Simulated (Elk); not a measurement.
Worked example: self-consistent single point of KMgH₃ (P1, 5 atoms in the cell) in Elk.

Method: LDA (PW92), all-electron FP-LAPW, Elk's shipped species files, APW+lo basis with extra local orbitals in Elk.

The change in words: atoms moved at random. Reference geometry:
```xyz
5
Lattice="3.9881 0.0000 0.0000 0.0000 3.9881 0.0000 0.0000 0.0000 3.9881" Properties=species:S:1:pos:R:3 pbc="T T T"
K      0.0000     0.0000     0.0000
Mg     1.9941     1.9941     1.9941
H      1.9941     0.0000     1.9941
H      0.0000     1.9941     1.9941
H      1.9941     1.9941     0.0000
```

Reference input (self-consistent single point, DFT, LDA (PW92), all-electron FP-LAPW, Elk's shipped species files, APW+lo basis with extra local orbitals): rgkmax = 7.5; stype = 0; swidth = 0.0001 Ha; ngridk = 4 4 4; gmaxvr = 14 1/bohr; nxlo = 2; lorbcnd = true; rmtscf = 0.98; lmaxi = 2; maxscl = 100. This run's input differs from it in these lines:

```diff
@@ -45,11 +45,11 @@
   1
-  0.0000000000  0.0000000000  0.0000000000    0.0 0.0 0.0
+  0.0080200000  -0.0014270000  -0.0165750000    0.0 0.0 0.0
   'Mg.in'
   1
-  0.5000000000  0.5000000000  0.5000000000    0.0 0.0 0.0
+  0.5139460000  0.5014310000  0.4955240000    0.0 0.0 0.0
   'H.in'
   3
-  0.5000000000  0.0000000000  0.5000000000    0.0 0.0 0.0
-  0.0000000000  0.5000000000  0.5000000000    0.0 0.0 0.0
-  0.5000000000  0.5000000000  0.0000000000    0.0 0.0 0.0
+  0.4952430000  0.0157170000  0.4987540000    0.0 0.0 0.0
+  -0.0116720000  0.5057910000  0.5105790000    0.0 0.0 0.0
+  0.4944640000  0.4784890000  0.0117170000    0.0 0.0 0.0
```

Output (repeated stretches shortened):

```
│ Self-consistent loop started │
│ Loop number : 1 │
 total energy                :     -801.755666454
│ Loop number : 2 │
 total energy                :     -801.776108759
RMS change in Kohn-Sham potential (target) :   0.9214444976E-01 (  0.1000000000E-05)
Absolute change in total energy (target)   :   0.2044230477E-01 (  0.1000000000E-03)
│ Loop number : 3 │
 total energy                :     -801.875544640
RMS change in Kohn-Sham potential (target) :   0.7867500706E-01 (  0.1000000000E-05)
Absolute change in total energy (target)   :   0.1045464573     (  0.1000000000E-03)
│ Loop number : 4 │
   [... lines left out ...]
Absolute change in total energy (target)   :   0.7589795497E-03 (  0.1000000000E-03)
│ Loop number : 12 │
 total energy                :     -801.905488399
RMS change in Kohn-Sham potential (target) :   0.5096323193E-06 (  0.1000000000E-05)
Absolute change in total energy (target)   :   0.2075611603E-03 (  0.1000000000E-03)
│ Loop number : 13 │
 total energy                :     -801.905489070
RMS change in Kohn-Sham potential (target) :   0.3074202120E-06 (  0.1000000000E-05)
Absolute change in total energy (target)   :   0.5121934964E-04 (  0.1000000000E-03)
Convergence targets achieved

│ Loop number : 14 │

Energies :
 Fermi                       :     0.588896726902E-01
 total energy                :     -801.905496598

Density of states at Fermi energy :   0.8441717360E-05
 (states/Hartree/unit cell)

Estimated indirect band gap :   0.7724299037E-01
 from k-point      3 to k-point     43
Estimated direct band gap   :   0.1582550334
 at k-point     43

Charges :
 core                        :    12.00000000
 valence                     :    22.00000000
 interstitial                :    3.746916478
 muffin-tins (core leakage)
  species :    1 (K)
   atom    1                 :    17.55330389     (  0.1792891968E-06)
  species :    2 (Mg)
   atom    1                 :    10.46830491     (  0.1332267630E-14)
  species :    3 (H)
   atom    1                 :   0.7430047236     (   0.000000000    )
   atom    2                 :   0.7457217649     (   0.000000000    )
   atom    3                 :   0.7427482424     (   0.000000000    )
 total in muffin-tins        :    30.25308352
 total calculated charge     :    34.00301572
 total charge                :    34.00000000
 error                       :   0.3015718256E-02

│ Self-consistent loop stopped │
```

The run converged in 14 iterations. The count includes the last loop, which Elk runs after its targets are met. Against the reference run the gap on the mesh goes from 2.124 to 2.102 eV.

The starting cell comes from a database of computed structures (which also holds hypothetical and non-ambient phases and stackings), without a prior relaxation at this level. For this run, on top of that: atoms moved at random. Values depend on the basis (sphere radii, cutoffs, local orbitals), which need not be converged.

Cost on one core of a shared machine: roughly 4 min.
